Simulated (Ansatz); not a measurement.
Short convergence ladders for YSi₂Rh₃ (P6mm, 6 atoms in the cell)

```
YSi2Rh3
1.0
    5.45552     0.00000     0.00000
   -2.72776     4.72462     0.00000
    0.00000     0.00000     3.59293
Y Si Rh
1 2 3
Direct
  0.00000   0.00000   0.01392
  0.66667   0.33333   0.00000
  0.33333   0.66667   0.00000
  0.00000   0.50000   0.50000
  0.50000   0.00000   0.50000
  0.50000   0.50000   0.50000
```

Base method: PBEsol, default PAW files made with PBE (plane waves; Ansatz, a program for electronic structure).

Base settings: basis.ecutwfc = 420 eV; kpoints.mp_grid.grid = 7 7 9; hamiltonian.xc = pbesol; hamiltonian.pseudopotentials = {kind: paw} (the program's default PAW files); scf.occupations.method = fermi_dirac; scf.occupations.width = 0.1 eV.

The count of work is k-points × plane waves × bands × iterations; it is no time. Core times come from one kind of shared machine, to one figure; runs under 30 s give none.

**The cutoff for other potential files**

Level: DFT, PBEsol, plane waves, harder PAW files (source: ansatz) made with PBE.

In this ladder: hamiltonian.pseudopotentials = {kind: paw, source: ansatz}.

The second cell is the first with its lattice scaled by 0.98.

The mesh stays at the base's, so the ladder's end is converged at best in this setting alone.

The first pressure column holds Ansatz's estimate of the finite-basis (Pulay) stress, which hides part of the cutoff error; the other is without it.

Only quantities that move along the ladder and can be compared are tabulated.

| basis.ecutwfc | free energy less the last step's (meV/atom) | energy of the compressed cell less the first (meV/atom) | pressure (GPa) | pressure without the Pulay estimate (GPa) | largest difference of a force vector from the last step's (eV/Å) | count of work / last |
|---|---|---|---|---|---|---|
| 245 eV | 7077.95 | 47.06 | 8.59 | -339.62 | 0.072 | 0.12 |
| 295 eV | 1638.51 | 56.04 | 3.71 | -97.18 | 0.033 | 0.14 |
| 380 eV | 100.62 | 56.42 | 3.05 | -6.51 | 0.003 | 0.21 |
| 460 eV | 4.31 | 55.62 | 3.01 | 2.45 | 0.000 | 0.28 |
| 540 eV | 0.70 | 55.62 | 3.01 | 2.99 | 0.000 | 0.35 |
| 650 eV | 0.46 | 55.59 | 3.00 | 3.00 | 0.000 | 0.46 |
| 810 eV | 0.17 | 55.57 | 3.00 | 2.99 | 0.000 | 0.65 |
| 1080 eV | 0.00 | 55.56 | 3.00 | 3.00 | 0.000 | 1.0 |

Coarsest basis.ecutwfc that holds the free energy within 5 meV/atom of the last step, with all finer ones: 460 eV, at 0.28 of the last step's count of work; the step before is off by 100 meV/atom.

Coarsest basis.ecutwfc that holds the pressure without the Pulay estimate within 0.1 GPa of the last step, with all finer ones: 540 eV, at 0.35 of the last step's count of work; the step before is off by 0.55 GPa.

Coarsest basis.ecutwfc that holds the energy of the compressed cell less the first within 2 meV/atom of the last step, with all finer ones: 295 eV, at 0.14 of the last step's count of work; the step before is off by 8.5 meV/atom.

The energy difference between the two cells stays within 1 meV/atom of the last step's from 295 eV on, the total only from 540 eV on: much of the error is common to both cells and cancels.

At the lowest cutoff the pressure without the Pulay estimate lies 343 GPa under the last step's, the usual sign of Pulay stress in an incomplete plane-wave basis.

**The relaxed cell against the cutoff**

On YSi₂Rh₃ (P6/mmm, 6 atoms in the cell): atoms on their sites.

In this ladder: relax = cell and atoms.

The mesh stays at the base's, so the ladder's end is converged at best in this setting alone.

Only quantities that move along the ladder and can be compared are tabulated.

```tsv
basis.ecutwfc	relaxed volume (Å³/atom)	relaxation steps	core time / last (rough)
210 eV	15.368	59	2
250 eV	15.853	24	1.0
295 eV	15.668	12	0.6
355 eV	15.635	7	0.4
420 eV	15.633	5	0.4
505 eV	15.632	5	0.5
630 eV	15.632	5	0.7
840 eV	15.632	5	1
```

Coarsest basis.ecutwfc that holds the relaxed volume within 0.016 Å³/atom of the last step, with all finer ones: 355 eV, at about 0.4 of the last step's time; the step before is off by 0.037 Å³/atom.

At the lowest cutoff the cell relaxes to a volume 1.7 % smaller than at the highest. Ansatz relaxes on a stress corrected for the finite basis.

On the base run: the starting cell comes from a database of computed structures (which also holds hypothetical and non-ambient phases and stackings), without a prior relaxation at this level. Its lattice was rescaled by up to half a per cent. One atom was moved a little off its site on purpose. Spin polarisation is off.

Keys are those of Ansatz 0.2.
